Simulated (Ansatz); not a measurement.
**RuAl: energy against volume**

RuAl (CsCl type, Pm-3m, 13.274 Å³/atom and stress up to 0.01 GPa in the relaxed cell, cube axes along x, y and z) under an equal strain ε along all three axes. r2SCAN in Ansatz, a plane-wave DFT program (PAW, default set), 500 eV, 19×19×19 Γ-centred mesh, Fermi-Dirac smearing 0.10 eV; ions are relaxed, or left where forces stay under 0.02 eV/Å, within the symmetry of each cell.

Here V stands for volume and E for E less E0.

| volume (Å³/atom) | E less E0 (meV/atom) | pressure (GPa) |
|---|---|---|
| 12.4932 | 34.21 | 15.22 |
| 12.6854 | 18.73 | 11.01 |
| 12.8796 | 8.02 | 7.09 |
| 13.0757 | 1.85 | 3.42 |
| 13.2738 | 0.00 | 0.00 |
| 13.4739 | 2.25 | -3.19 |
| 13.6760 | 8.41 | -6.16 |
| 13.8801 | 18.28 | -8.92 |
| 14.0863 | 31.67 | -11.48 |
| 14.5047 | ? | ? |

The 9 complete rows are fitted with the third-order Birch-Murnaghan form, a cubic in V^(-2/3), E against V. With u = V^(-2/3) - 0.178, the rows have u = 0.007731, 0.005850, 0.003997, 0.002173, 0.000376, -0.001394, -0.003139, -0.004857, -0.006551. Least squares gives E = 0.141 - 616.98·u + 644817·u² + 650023·u³. Residuals (row less fit): -0.001, 0.001, 0.002, -0.002, 0.000, -0.002, -0.001, 0.005, -0.003; standard error 0.003 (degrees of freedom: 5). Its minimum lies at u = 0.000478, so V0 = (0.178478)^(-3/2) = 13.26. There d²E/du² = 1291000 and d³E/du³ = 3900000, so B0 = (4/9) × 13.26^(-7/3) × 1291000 × 0.160218 = 221 GPa (the last factor turns the table's units into GPa), and B0' = 4 + (2/3) × 0.178478 × (3900000)/1291000 = 4.4. B0' rests on the cubic coefficient alone and has a standard error of 0.1 from these residuals.

### Question
What does the fit predict for E at V = 14.5047, and how far is the calculated value from it?

### Answer
u = -0.009864, so E = 0.141 - 616.98 × (-0.009864) + 644817 × (-0.009864)² + 650023 × (-0.009864)³ = 68.343 meV/atom. The calculation gives 68.33 meV/atom, 0.013 meV/atom below the prediction (0.0 % of the range of E in the table). The row lies outside the fitted rows, so this is an extrapolation. The scatter of the fitted rows lies at the last printed digit.

In a metal these values are sensitive to mesh and smearing; energies are taken to zero smearing, stresses follow the free energy. The runs aren't spin-polarised. Other structures, which can take over under pressure, weren't tried. The same form fitted to the pressure column gives B0' = 4.4; series where the two differ by over 0.4 aren't shown. Rows are the converged runs of the series near zero and its far end, less any whose ions stayed unrelaxed beside relaxed ones; series whose fitted rows scatter by over a few per cent of the range, as at a crossing or softening among them, aren't shown in this form.
